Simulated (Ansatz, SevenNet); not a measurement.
**Lattice constant a of AlB2-type MgB2: levels of theory against measurement**

Reference value: 3.083 Å (measured, 300 K, not corrected to a static lattice; as tabulated in Loa et al. (2002), arXiv:cond-mat/0206051).

```json
[
 {"level (code)": "SevenNet-0 (SevenNet)", "value (Å)": "3.079", "difference (%)": "-0.13"},
 {"level (code)": "LDA (Ansatz)", "value (Å)": "3.036", "difference (%)": "-1.52"},
 {"level (code)": "PBE (Ansatz)", "value (Å)": "3.075", "difference (%)": "-0.26"},
 {"level (code)": "PBE-D3(BJ) (Ansatz)", "value (Å)": "3.048", "difference (%)": "-1.14"},
 {"level (code)": "PBE0 (Ansatz)", "value (Å)": "3.072", "difference (%)": "-0.36"}
]
```

The reference is not for a static lattice or low temperature, so close values are not ranked against it.

The reference has no zero-point or thermal correction, while the calculations are for a static lattice, so the differences are not the levels' errors alone. A static lattice is as a rule a little smaller than the measured one.  Cutoffs and k meshes differ between the levels. Ansatz's density-functional and Hartree–Fock values are scalar-relativistic unless marked +SOC, with PAW data made under PBE.

Machine-learned potentials (SevenNet-0) are trained on DFT data, which may include these solids.

Differences are worked out from the printed values.

Ansatz is an electronic-structure program.
